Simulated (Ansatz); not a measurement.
Results of LDA in Ansatz (plane waves, PAW) for CsCl-type CoAl.

Run with plane-wave cutoff 520 eV, 16×16×16 k mesh, Fermi–Dirac smearing 0.1 eV, perturbation theory, force constants from a 4×4×4 q mesh, no spin polarisation, scalar-relativistic PAW data made under PBE.

Computed at the level's own relaxed cell. Harmonic vibrational thermodynamics at fixed volume:

| T (K) | S_vib (J/K per mol of atoms) | C_V (J/K per mol of atoms) | F_vib (eV/atom) |
|---|---|---|---|
| 0 | 0.00 | 0.00 | 0.0527 |
| 100 | 3.47 | 8.30 | 0.0517 |
| 300 | 20.57 | 21.25 | 0.0261 |
| 400 | 26.92 | 22.75 | 0.0013 |
| 600 | 36.41 | 23.93 | -0.0649 |
| 800 | 43.36 | 24.37 | -0.1479 |
| 900 | 46.24 | 24.48 | -0.1943 |

The crystal is taken as a harmonic solid at every temperature: melting, phase changes and thermal expansion are not seen, nor the electrons' share in a metal.

Ansatz is an electronic-structure program.
